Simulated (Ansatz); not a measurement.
# A computed series for ZnO: response to strain

The parent structure is ZnO in the wurtzite structure (space group P6_3mc, No. 186; a = 3.187 Å, c = 5.153 Å). Axes: x lies along a and z along c of the hexagonal cell.

Strains are applied to the cell and any free atomic positions relax.

Level of theory: LDA, PAW, 420 eV (Ansatz, a quantum-chemistry and plane-wave program; scalar-relativistic without spin-orbit coupling).

Notes on the quantities. energy relative to the base: free energy F.

```json
[
 {"uniaxial strain ε_xx (%)": "0", "energy relative to the base (meV/atom)": "0.0"},
 {"uniaxial strain ε_xx (%)": "0.6", "energy relative to the base (meV/atom)": "0.3"},
 {"uniaxial strain ε_xx (%)": "1.2", "energy relative to the base (meV/atom)": "1.1"},
 {"uniaxial strain ε_xx (%)": "1.8", "energy relative to the base (meV/atom)": "?"},
 {"uniaxial strain ε_xx (%)": "2.4", "energy relative to the base (meV/atom)": "4.4"},
 {"uniaxial strain ε_xx (%)": "3", "energy relative to the base (meV/atom)": "6.9"}
]
```

Problem. Fit ΔE = Aε² + Bε³ (ε in %) to the rows shown and predict the withheld row.

Solution. Least squares on the printed values gives A = 0.761 and B = 0.0018 meV/atom (largest residual 0.0 meV/atom); this predicts 2.5 meV/atom, and the run gives 2.5 meV/atom, in agreement.

No phonon test of stability was made.
